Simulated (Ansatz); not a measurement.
Seebeck coefficient (μV/K, mean over directions) of p-type SiS2 (I-42d) against carrier density, PBEsol, rigid bands run with Ansatz (a program for electronic structure). Computed gap 2.90 eV; densities at which minority carriers matter at this gap, or further valleys turn the trend, are left out. Conductivity mass 1.26 mₑ (harmonic mean over directions), N_v = 1.3e20 cm⁻³ at 300 K.

| hole density | 300 K | 500 K |
|---|---|---|
| 1e16 cm⁻³ | ? | 1122 |
| 1e17 cm⁻³ | 835 | 924 |
| 1e18 cm⁻³ | 637 | 725 |
| 3e18 cm⁻³ | 542 | 631 |
| 1e19 cm⁻³ | 439 | 527 |
| 3e19 cm⁻³ | 346 | 433 |
| 1e20 cm⁻³ | 248 | 333 |
| 3e20 cm⁻³ | 169 | 246 |
| 1e21 cm⁻³ | ? | ? |

**Question.** Complete the blanks.

**Answer.** 
- 1e16 cm⁻³, 300 K: 1033
- 1e21 cm⁻³, 300 K: 107
- 1e21 cm⁻³, 500 K: 164

Rigid bands with a gap fixed in temperature, one relaxation time for all states, no polarons or phonon drag, and whether or not such doping can be reached. Spin-orbit coupling is left out; where it splits the top of the valence band, N_v and the p-type Seebeck coefficient come out somewhat high without it.

Formula and space group known from diffraction (Crystallography Open Database), not checked to be the room-temperature form: SiS2 (I-42d).
